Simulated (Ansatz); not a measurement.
Worked example: self-consistent single point of Sc₃Cu (Pm-3m, 4 atoms in the cell) in Ansatz (an electronic-structure program).

Method: PBE, PAW files at level accurate (plane waves; Ansatz).

```yaml
crystal:
  lattice:
    - [4.40392, 0.00000, 0.00000]
    - [0.00000, 4.40392, 0.00000]
    - [0.00000, 0.00000, 4.40392]
  atoms:
    - { symbol: Sc, position: [0.00000, 0.50000, 0.50000] }
    - { symbol: Sc, position: [0.50000, 0.50000, 0.00000] }
    - { symbol: Sc, position: [0.50000, 0.00000, 0.50000] }
    - { symbol: Cu, position: [0.00000, 0.00000, 0.00000] }
```

Reference input (self-consistent single point, DFT, PBE, plane waves, default PAW files): kpoints.mp_grid.grid = 6 6 6; hamiltonian.xc = pbe; hamiltonian.pseudopotentials = {kind: paw} (the program's default PAW files); scf.occupations.method = gaussian; scf.occupations.width = 0.1 eV. This run's input differs from it in these lines:

Ansatz 0.2 input:
```diff
@@ -14,3 +14,3 @@
   xc: pbe
-  pseudopotentials: { kind: paw }
+  pseudopotentials: { kind: paw, level: accurate }
 scf:
```

The program printed (abridged):

```
SCF iter   1: F=—  HF=-13065.565186 eV  |F-HF|=—  |Δ(HF+E_count)|=         —  Δρ=8.86e-1  dr2=8.64e2  ethr=3.10e-3  ⟨swp⟩=3.6  Hψ=2046  notcnv=0
all-band conjugate gradients solve this SCF's bands
preconditioner: auto → Kerker (q_TF=auto, 2.512 Å⁻¹)
SCF iter   2: F=—  HF=-13115.934094 eV  |F-HF|=—  |Δ(HF+E_count)|=    5.04e1  Δρ=5.59e-1  dr2=1.66e2  ethr=3.10e-3  ⟨swp⟩=5.9  Hψ=3649  notcnv=0  defer=11
   [... lines left out ...]
SCF iter  12: F=—  HF=-13032.429315 eV  |F-HF|=—  |Δ(HF+E_count)|=   4.48e-5  Δρ=1.45e-4  dr2=1.88e-5  ethr=4.01e-7  ⟨swp⟩=2.1  Hψ=831  notcnv=0  defer=5
SCF iter  13: F=—  HF=-13032.429600 eV  |F-HF|=—  |Δ(HF+E_count)|=   2.85e-4  Δρ=4.26e-5  dr2=1.77e-6  ethr=3.61e-8  ⟨swp⟩=2.1  Hψ=790  notcnv=0  defer=5
SCF iter  14: F=—  HF=-13032.429599 eV  |F-HF|=—  |Δ(HF+E_count)|=   1.58e-7  Δρ=1.72e-5  dr2=3.26e-7  ethr=3.41e-9  ⟨swp⟩=1.4  Hψ=661  notcnv=0  defer=5
SCF iter  15: F=-13032.429599 eV  HF=-13032.429599 eV  |F-HF|=2.27e-8  |Δ(HF+E_count)|=   3.91e-8  Δρ=4.97e-6  dr2=2.07e-8  ethr=1.92e-10  ⟨swp⟩=7.5  Hψ=2352  notcnv=0
SCF 1 converged in 15 iterations: F = -13032.429599 eV  dr2 = 2.07e-8
Free energy (F): -13032.429599 eV
Internal energy: -13032.399309 eV  (E = F + TS)
E sigma→0 (E₀):  -13032.414454 eV
Entropy (-TS):   -0.030291 eV (-7.573 meV/atom)
Fermi energy:    10.305793 eV
--- Forces (eV/Å), atoms counted from 1 ---
  atom   1  Sc     0.00000000     0.00000000    -0.00000000
   [... zero for the other atoms too ...]
--- Stress (GPa, compression-positive) ---
       -2.299719       0.000000       0.000000
        0.000000      -2.299719       0.000000
        0.000000      -0.000000      -2.299719
  P = ⅓ Tr σ = -2.2997 GPa (-22.997 kbar)
  The stress holds the Pulay correction. Without it, at fixed plane waves, as pw.x and ABINIT print it: P = -2.3035 GPa
```

The run converged in 15 iterations. Against the reference run the pressure stays at -2.30 GPa. The full log also holds: “WARN basis.ecutwfc = 1050 eV, the default”.

The starting cell was generated: these elements placed on a structure prototype, without a prior relaxation; it need not be a known phase or ordering of this composition. Its lattice was rescaled by a random factor within 2.5 % of one. Spin polarisation is off. Ansatz's pressure includes its estimate of the finite-basis (Pulay) stress.
